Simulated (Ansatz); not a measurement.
## Surface dipole against coverage: Na on fcc Pt (111)

One Na atom in each cell of a four-layer slab of fcc Pt (111), started at a threefold hollow (fcc) site; the adatom and the upper two layers relax, with a dipole correction. Δφ is the change of the top face's work function against the clean slab's 5.68 eV. By the Helmholtz relation an adatom's dipole is μ = |Δφ|/(0.377 eV × n) in debye, for n adatoms per nm². In Topping's model neighbouring dipoles depolarise each other, so that 1/μ = (1 + 9α·n^(3/2))/μ0 is a line in x = n^(3/2). Method: PBE (plane waves to 420 eV, PAW; Ansatz, a quantum-chemistry and plane-wave program). All cells sample the k points of the 1×1 cell's 12×12×1 mesh, with Fermi-Dirac smearing of 0.1 eV (energies taken to zero smearing), without spin polarisation or spin-orbit coupling.

```
cell  x (nm⁻³)  1/μ (1/D)  n (nm⁻²)  Δφ (eV)
----  --------  ---------  --------  -------
4×3       1.35      0.242      1.22    -1.90
3×3       2.08      0.254      1.63    -2.42
4×2       2.48      0.266      1.83    -2.59
3×2       3.81      0.285      2.44    -3.23
2×2       7.00          ?      3.66        ?
```

Question: Fit 1/μ against x with a straight line, and predict the withheld value at x = 7.00.

Answer: With u = x - 2.4, the rows have u = -1.0500, -0.3200, 0.0800, 1.4100. Means: u 0.030000, 1/μ 0.2617. About the means, the sum of products is 0.056340 and the sum of squares of u is 3.1958; the slope is their ratio. Least squares gives 1/μ = 0.2612 + 0.01763·u. Residuals (row less fit): -0.0007, -0.0016, 0.0034, -0.0011; standard error 0.0028 (degrees of freedom: 2). At x = 0 the line gives 1/μ0 = 0.219, so a lone adatom carries about 4.6 D, its positive end outward; slope over intercept is 9α, which puts α at roughly 8.9 Å³, a figure that hangs on Δφ's last digit. At the withheld row, u = 4.6000, so 1/μ = 0.2612 + 0.01763 × 4.6000 = 0.3423 1/D. The calculation gives 0.347 1/D, 0.0047 1/D above the prediction (4.5 % of the range of 1/μ in the table). The row lies outside the fitted rows, so this is an extrapolation.

The model takes a square or triangular net of point dipoles; the 4×2, 3×2 and 4×3 nets are stretched, and dense layers bond among themselves. Only series are tabulated where Δφ keeps its sign and exceeds 0.12 eV, and the fitted rows scatter about the line by under a tenth of the table's range (standard error).

As a change of work function, the prediction is 0.377 × 3.66/0.342 = 4.03 eV in size, against 3.97 eV from the run.

Each row is one calculation, so residuals can be the form's limits or numerical noise.
